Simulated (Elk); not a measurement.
Band structure of PtAl2 (Fm-3m, 3 atoms in the cell).

```
PtAl2
1.0
    0.00000     2.97628     2.97628
    2.97628     0.00000     2.97628
    2.97628     2.97628     0.00000
Al Pt
2 1
Direct
  0.25000   0.25000   0.25000
  0.75000   0.75000   0.75000
  0.00000   0.00000   0.00000
```

Level of theory: Elk with PBE, all-electron FP-LAPW, Elk's shipped species files, default APW+lo basis.

Settings: xctype = 20; swidth = 0.00367493 Ha; ngridk = 7 7 7; rmtscf = 0.91; maxscl = 100.

The starting cell has typed, rounded lattice constants, without a prior relaxation at this level. Its lattice was rescaled by a random factor within 2.5 % of one. Spin-orbit coupling is off. Spin polarisation is off. Values depend on the basis (sphere radii, cutoffs, local orbitals), which need not be converged.

Levels in eV from the Fermi level, bands 21 to 28:
| point | 21 | 22 | 23 | 24 | 25 | 26 | 27 | 28 |
|---|---|---|---|---|---|---|---|---|
| Γ | -3.59 | -3.59 | 2.74 | 3.89 | 3.89 | 3.89 | 5.29 | 5.29 |
| X | -3.68 | -3.33 | -3.12 | -1.55 | -1.55 | 2.99 | 3.41 | 8.32 |
| W | -3.69 | -3.18 | -2.72 | -2.72 | -0.85 | 5.12 | 5.12 | 6.27 |
| K | -3.86 | -3.54 | -2.98 | -1.96 | -0.58 | 3.24 | 5.40 | 6.79 |
| L | -3.62 | -3.38 | -3.38 | 1.03 | 1.03 | 3.74 | 5.08 | 5.08 |
| U | -3.86 | -3.54 | -2.98 | -1.96 | -0.58 | 3.24 | 5.40 | 6.79 |

Bands cross the Fermi level along this path, so the cell is metallic at this level.
